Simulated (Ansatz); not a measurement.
The parent structure is ScCuO₂ (space group P6_3/mmc, No. 194; a = 3.203 Å, c = 11.284 Å).

Computed with PBEsol (Ansatz, a first-principles code, PAW, scalar-relativistic without spin-orbit coupling).

One change was made to it. Results:

The band gap falls by 0.25 eV, from 2.33 eV to 2.08 eV; the volume per atom falls by 1.825 Å³ to 10.71 Å³; the width of the top valence band rises by 0.25 eV (0.60 eV → 0.85 eV); the c/a ratio goes up by 0.212 to 3.735.

Q: Which of these changes matches the shifts?
A) pressure 30 GPa
B) pressure 9 GPa
C) pressure 15 GPa
D) pressure 0.9 GPa

A: A, pressure 30 GPa. For comparison, the band gap in the other runs: pressure 9 GPa gives 2.27 eV; pressure 0.9 GPa gives 2.32 eV; pressure 15 GPa gives 2.23 eV.

Load acts through the strain it causes; cell and atoms are relaxed under it. Whether these cells are dynamically stable was not tested. Competing high-pressure phases were not computed. No Hubbard U is applied. All final runs are without spin polarisation.
